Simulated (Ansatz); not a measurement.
Levels about the gap of amorphous Si24O46F4 (74 atoms in a cell of 1127 Å³, 2.19 g/cm³; zone centre alone, so wide bands show as single levels with stretches between that a denser mesh fills), at the geometry that PBE relaxed, where it gives -2.0 GPa on a denser mesh. Exact exchange is cut at the faces of this small cell, which leaves a finite-size error. The participation number counts the atoms over which a state spreads; weights are charges in smoothed Voronoi cells. The levels come from a single point, so bond lengths are those of that geometry. Method of the levels: HSE06, scalar-relativistic without spin-orbit coupling (Ansatz, a program for electronic structure). Sampling: the zone centre alone; Fermi-Dirac width 0.02 eV; no spin polarisation. At PBE the levels at the filled edge of the gap are localised (band-tail or defect states).

It comes from a melt-quench run on a machine-learned potential (CHGNet), relaxed afterwards by DFT. O and F atoms were pushed apart under 1.9 Å during the dynamics, to hinder bonds among them. It is the lowest in DFT energy of 2 quenches. It is a model cell: composition and starting density were chosen by hand, and all elements were melted together. No dispersion term was used. Its density started from a set value of 2.19 and ended at 2.19 g/cm³. The quench (nominally 88 K/ps over its main leg) was far faster than any real one, so the model tends to hold more defects than a real film. Values belong to this one cell and scatter from quench to quench. The volume was held where the preparation left it, at a PBE pressure of -2.0 GPa (tension). Stress components on the final sampling reach 3.5 GPa.

```csv
"E - E(highest filled), eV",filling,participation number,largest on,weight O,weight Si,weight F
-0.35,filled,26.5,"O, 2 neighbours",0.96,0.04,0.00
-0.26,filled,31.4,"O, 2 neighbours",0.96,0.04,0.00
-0.23,filled,13.4,"O, 2 neighbours",0.96,0.04,0.00
-0.22,filled,29.4,"O, 2 neighbours",0.96,0.03,0.00
-0.15,filled,7.9,"O, 2 neighbours",0.96,0.03,0.00
-0.04,filled,16.1,"O, 2 neighbours",0.97,0.03,0.00
0.00,filled,11.9,"O, 2 neighbours",0.96,0.03,0.01
6.93,empty,68.0,"O, 2 neighbours",0.66,0.29,0.05
8.40,empty,31.4,"Si, 4 neighbours",0.57,0.40,0.03
8.75,empty,44.8,"Si, 4 neighbours",0.64,0.32,0.04
8.83,empty,43.6,"O, 2 neighbours",0.68,0.30,0.02
8.93,empty,39.0,"Si, 4 neighbours",0.63,0.34,0.03
```

Most localised among these is the filled level at -0.15 eV, on a O atom, which has 2 neighbours (Si 1.64 Å, Si 1.65 Å).
